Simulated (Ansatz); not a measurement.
**A computed series for Hf: response to strain**

Consider Hf in the hcp (Mg type) structure (space group P6_3/mmc, No. 194; a = 3.117 Å, c = 4.950 Å; relaxed with 0.1 eV smearing). Axes: x lies along a and z along c of the hexagonal cell.

Strains are applied to the cell and any free atomic positions relax.

Method: Kohn–Sham DFT with the LDA functional, run in Ansatz (a quantum-chemistry and plane-wave program) with PAW and 420 eV plane waves, scalar-relativistic without spin-orbit coupling.

Notes on the quantities. energy relative to the base: free energy F.

| variant | energy relative to the base | volume per atom |
|---|---|---|
| base | 0 meV/atom | 20.83 Å³ |
| tensor shear ε_xz = +0.86 % | +0.8 meV/atom | 20.83 Å³ |
| tensor shear ε_xz = +1.43 % | +2.3 meV/atom | 20.83 Å³ |
| tensor shear ε_xz = +0.29 % | +0.1 meV/atom | 20.83 Å³ |
| tensor shear ε_xz = +1.14 % | +1.5 meV/atom | 20.83 Å³ |
| tensor shear ε_xz = +1.71 % | +3.3 meV/atom | 20.82 Å³ |
| tensor shear ε_xz = +2.00 % | +4.5 meV/atom | 20.82 Å³ |
| tensor shear ε_xz = +0.57 % | +0.4 meV/atom | 20.83 Å³ |

Whether these cells are dynamically stable was not tested. All final runs are without spin polarisation.
